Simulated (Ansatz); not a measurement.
Take SiO2 (space group P3_221, No. 154; a = 5.022 Å, c = 5.510 Å) as the base. Axes: x lies along a and z along c of the hexagonal cell.

Computed with PBE/PAW in Ansatz (a quantum-chemistry and plane-wave program), no SOC.

It is then changed as follows: the cell is scaled by 1.0075 in all directions; the atoms relax in the strained cell.

Problem. Predict the stress tensor and what it implies for the stiffness.

Solution. Stress of the strained cell less that of the base (GPa, compression positive):
```
  -0.64    0.00    0.00
   0.00   -0.64    0.00
   0.00    0.00   -0.76
```

Then B = −ΔP/(ΔV/V₀) with ΔV/V₀ = 0.0227 gives secant stiffness values (nonlinear terms included at this strain): B (at held cell shape, above the free-shape value) ≈ 30 GPa.

No phonon test of stability was made.
